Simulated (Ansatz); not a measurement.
**Response to strain in Au**

Base system: Au in the fcc (Cu type) structure (space group Fm-3m, No. 225; relaxed with 0.1 eV smearing).

```yaml
crystal:
  lattice:
    - [0.00000, 2.04148, 2.04148]
    - [2.04148, 0.00000, 2.04148]
    - [2.04148, 2.04148, 0.00000]
  atoms:
    - { symbol: Au, position: [0.00000, 0.00000, 0.00000] }
```

Cartesian axes are those of the cell as printed.

Strains are applied to the cell and any free atomic positions relax; under biaxial strain the out-of-plane vector relaxes too.

Method: PBEsol/PAW in Ansatz (a program for electronic structure), no spin-orbit coupling.

Notes on the quantities. energy relative to the base: free energy F.

```csv
"biaxial strain, plane normal [001], relaxed out of plane (%)",energy relative to the base (meV/atom)
0,0.0
0.5,0.2
1,0.8
1.5,1.7
2,?
2.5,3.8
3,5.0
```

Task: Fit ΔE = Aε² + Bε³ (ε in %) to the rows shown and predict the withheld row.

Result: Least squares on the printed values gives A = 0.921 and B = -0.12 meV/atom (largest residual 0.0 meV/atom); this predicts 2.7 meV/atom, and the run gives 2.7 meV/atom, in agreement.

Stability against distortions was not tested.
